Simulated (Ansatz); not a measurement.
We consider cubic perovskite CsPbBr₃ (cubic high-temperature phase), described by PBE+SOC (PAW; Ansatz, a quantum-chemistry and plane-wave program).

Numerical settings: plane-wave cutoff 520 eV, 6×6×6 k mesh, Fermi–Dirac smearing 0.01 eV, PAW data made under PBE.

Computed at the level's own relaxed cell.

**Question.** Predict the equilibrium volume per atom, direct gap at Γ, lattice parameter a and bulk modulus B0.

**Answer.** 
equilibrium volume per atom: 43.11 Å³/atom
direct gap at Γ: 4.79 eV
lattice parameter a: 5.996 Å
bulk modulus B0: 18.3 GPa

Note: the relaxation could not lower the start's symmetry, so the cell can be a saddle point above a distorted one.

The computed numbers hold no vibrational or temperature effects.

The result took very roughly 15 core-minutes.
